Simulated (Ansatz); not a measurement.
Base system: TaGe₂ in the fluorite structure (space group Fm-3m, No. 225; a = 6.189 Å; a hypothetical phase, not in the database extracts checked).

Modification: every Ge is replaced by Zn, then cell and atoms are relaxed.

Levels (all Ansatz, a quantum-chemistry and plane-wave program, PAW): PBEsol (420 eV, spin-orbit coupling left out); r2SCAN (500 eV, no spin-orbit coupling).

The geometry is relaxed with PBEsol.

- PBEsol pressure = 0.0 GPa

With r2SCAN at the same geometry, the pressure goes from zero to 1.8 GPa.

Single points use the geometry relaxed with PBEsol. Their cutoffs differ, which shifts pressures a little. Whether these cells are dynamically stable was not tested. As relaxed here, TaZn2 is a hypothetical phase, not in the database extracts checked. The final runs are not spin-polarised. An odd electron count without spin: TaZn2 and TaGe2. TaZn2 and TaGe2 have a high density of states at the Fermi level and may be magnetic at this level.
